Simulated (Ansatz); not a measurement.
# Ti2InN (P6_3/mmc): resistivity and electron-phonon coupling

```yaml
crystal:
  lattice:
    - [3.05376, 0.00000, 0.00000]
    - [-1.52688, 2.64463, 0.00000]
    - [0.00000, 0.00000, 13.87890]
  atoms:
    - { symbol: Ti, position: [0.66667, 0.33333, 0.42080] }
    - { symbol: Ti, position: [0.33333, 0.66667, 0.57920] }
    - { symbol: Ti, position: [0.33333, 0.66667, 0.92080] }
    - { symbol: Ti, position: [0.66667, 0.33333, 0.07920] }
    - { symbol: In, position: [0.66667, 0.33333, 0.75000] }
    - { symbol: In, position: [0.33333, 0.66667, 0.25000] }
    - { symbol: N, position: [0.00000, 0.00000, 0.00000] }
    - { symbol: N, position: [0.00000, 0.00000, 0.50000] }
```

The numbers are results of PBEsol, DFPT electron-phonon coupling, linearised Boltzmann equation (plane waves, PAW, scalar-relativistic; Ansatz, a quantum-chemistry and plane-wave program), not measurements. Geometry: relaxed with this functional, without spin-orbit coupling.

- resistivity at 300 K = 32 (x), 32 (y), 33 (z) μΩ·cm
- electron mean free path at 300 K (weighted by the current that each state carries) = 8.0 (x), 8.0 (y), 7.2 (z) nm
- electron-phonon coupling λ = 0.42
- transport coupling λ_tr = 0.32 (x), 0.32 (y), 0.36 (z)
- logarithmic mean phonon energy = 26 meV
- density of states at the Fermi level = 2.2 states/(eV·spin·cell)
- Drude plasma energy = 3.3 eV

A metal at this level (no band gap). Only scattering by harmonic phonons is included (no impurities, grain boundaries, electron-electron scattering or thermal expansion). Spin-orbit coupling is left out. Halving the electron mesh (32x32x8) moves the resistivity by up to 3 % at 300 K, the mean free path by up to 6 %, the coupling by up to 1 %. Smearing 0.20 eV; phonons on a 5x5x1 q mesh, which this run doesn't test and which matters most at low temperature.

Computed structure with no diffraction record at hand here (it may be known, metastable or hypothetical): Ti2InN (P6_3/mmc).
